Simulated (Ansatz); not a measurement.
Consider a 16-atom cell of (Au,Pt) started in the face-centred cubic structure, site fractions Au 0.250, Pt 0.750, short-range order -0.06 among the nearest mixed sites of the first mixed sublattice (0 is random, a negative value favours unlike neighbours), space group Fmm2 at the end, an ordered arrangement that its symmetry holds. Its start:

```yaml
crystal:
  lattice:
    - [4.02956, 4.02492, 4.02956]
    - [4.02956, -4.02492, 4.02956]
    - [4.02652, -4.02492, -4.02652]
  atoms:
    - { symbol: Pt, position: [0.99677, 0.74677, 0.75000] }
    - { symbol: Au, position: [0.24961, 0.99961, 0.75000] }
    - { symbol: Pt, position: [0.99907, 0.50265, 0.49642] }
    - { symbol: Pt, position: [0.49677, 0.24677, 0.75000] }
    - { symbol: Au, position: [0.24959, 0.75028, 0.49931] }
    - { symbol: Au, position: [0.74961, 0.49961, 0.75000] }
    - { symbol: Pt, position: [0.99750, 0.25775, 0.25000] }
    - { symbol: Pt, position: [0.50254, 0.00554, 0.49700] }
    - { symbol: Pt, position: [0.25124, 0.49531, 0.25000] }
    - { symbol: Pt, position: [0.74406, 0.25171, 0.49234] }
    - { symbol: Pt, position: [0.50775, 0.74750, 0.25000] }
    - { symbol: Au, position: [0.00028, 0.99959, 0.00069] }
    - { symbol: Pt, position: [0.25554, 0.25254, 0.00300] }
    - { symbol: Pt, position: [0.74531, 0.00124, 0.25000] }
    - { symbol: Pt, position: [0.50171, 0.49406, 0.00766] }
    - { symbol: Pt, position: [0.75265, 0.74907, 0.00358] }
```

The numbers are results of r2SCAN (plane waves to 500 eV, PAW; Ansatz, a first-principles code), not measurements. Scalar-relativistic, without spin–orbit coupling. Its k-point mesh 6×6×6, Fermi–Dirac width 0.05 eV.

### Question
Predict the alloy's volume and bond lengths.

### Answer
```
Property                                                                                         Result
---------------------------------------------------------  --------------------------------------------
volume per atom                                                                                15.82 Å³
Pt–Pt bonds (within 1.22 times the sum of covalent radii)  2.805 Å on average, from 2.751 to 2.867 (53)
Au–Pt bonds (within 1.22 times the sum of covalent radii)  2.838 Å on average, from 2.800 to 2.858 (38)
Au–Au bonds (within 1.22 times the sum of covalent radii)   2.809 Å on average, from 2.806 to 2.819 (5)
```
